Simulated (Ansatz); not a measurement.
Take LaPt3Si (space group P4mm, No. 99; a = 4.091 Å, c = 5.462 Å; a cell from a computed database, its experimental status unchecked) as the base. Axes: x, y, z lie along a, b, c of the conventional cell.

Calculations: PBEsol/PAW in Ansatz (a program for electronic structure), no SOC.

Strains are applied to the cell and any free atomic positions relax; under stress the whole cell relaxes.

One change was made to it. Results:

| quantity | base | after |
|---|---|---|
| energy relative to the base (free energy F) | 0 meV/atom | +24 meV/atom |
| shortest interatomic distance | 2.307 Å | 2.319 Å |

Question: Name the change that was made.
(A) uniaxial strain ε_yy = +1.04 %
(B) uniaxial stress, 8 GPa compression along x
(C) isotropic strain +0.71 %

Answer: B, uniaxial stress, 8 GPa compression along x. For comparison, the energy relative to the base in the other runs: isotropic strain +0.71 % gives +4.2 meV/atom; uniaxial strain ε_yy = +1.04 % gives +1.4 meV/atom.

Without a gap, meshes like the base's 11×11×9 leave anisotropic stresses uncertain by several tenths of a GPa, and small strain energies with them. Beyond what the load breaks, stability against distortions was not tested. All final runs are without spin polarisation. An odd electron count without spin: LaPt3Si.
